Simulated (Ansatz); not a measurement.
```yaml
crystal:
  lattice:
    - [4.35019, 0.00000, 0.00000]
    - [-2.17509, 3.76737, 0.00000]
    - [0.00000, 0.00000, 6.76147]
  atoms:
    - { symbol: Ca, position: [0.00000, 0.00000, 0.00000] }
    - { symbol: I, position: [0.33333, 0.66667, 0.25948] }
    - { symbol: I, position: [0.66667, 0.33333, 0.74052] }
```

The cell is a database entry relaxed within its symmetry; it need not be the phase found at ambient conditions.  Spin-orbit coupling is not included.

Problem. List the harmonic phonon frequencies (cm⁻¹; finite displacements on a 6×6×2 mesh, LDA in Ansatz, a program for electronic structure, k mesh 6×6×4) at q = (0.000, 0.000, -0.500), (0.000, -0.500, 0.000), (0.333, 0.333, 0.000), in fractions of this cell's reciprocal vectors. At Γ leave out the LO-TO shift.

Solution. 
- (0.000, 0.000, -0.500): 20, 20, 38, 71, 71, 92, 166, 166, 233
- (0.000, -0.500, 0.000): 44, 48, 70, 70, 83, 91, 167, 168, 222
- (0.333, 0.333, 0.000): 37, 65, 65, 81, 81, 89, 165, 194, 194

The PAW data sets were generated under PBE and serve the other functionals too.
